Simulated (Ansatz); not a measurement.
Structures of equal composition on the (110) surface of bcc Nb: a layer of Rh in place of the second plane; a layer of Rh in place of the third plane. The slabs share one bottom face, and each structure is named by its start. These are constructed structures in small cells; real faces may alloy, dewet or reconstruct in larger ones, and not all known structures of the face are among them. Slabs of about 11 Å with all that they carry, Fermi-Dirac smearing of 0.1 eV. Bottom of the slabs: a bare face, its two planes held. Relaxed from the named starts with such symmetry as they have, on meshes of like density; energies extrapolated to zero smearing; no spin-orbit coupling, no U. Spin-polarised runs, if any, are marked in brackets, and their order is one that fits the cell; the others ran without spin.

These are PBE (plane waves to 420 eV, PAW; Ansatz, a quantum-chemistry and plane-wave program) values and carry that method's errors.

Problem. Order them by energy per 1x1 cell (lowest first) at the level PBE.

Solution. a layer of Rh in place of the third plane (0.000 eV), a layer of Rh in place of the second plane (0.314 eV)
